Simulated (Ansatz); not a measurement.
Take ScAl₃ in the Cu3Au type structure (space group Pm-3m, No. 221; a = 4.0858 Å) as the base.

Method: r2SCAN (Ansatz, a program for electronic structure), spin-orbit coupling left out.

Base values:

| Quantity | Result |
|---|---|
| Lattice parameter a | 7.721 bohr |

It is then changed as follows: every Sc is replaced by Y, then cell and atoms are relaxed.

Tabulated Pauling electronegativity and covalent radius: Sc 1.36, 1.70 Å; Y 1.22, 1.90 Å.

Question: What happens to the lattice parameter a?

Answer: The lattice parameter a rises by 0.298 bohr, from 7.721 bohr to 8.019 bohr.

Stability against distortions was not tested. For YAl3 in this form, whether it has been made was not checked. All final runs are without spin polarisation.
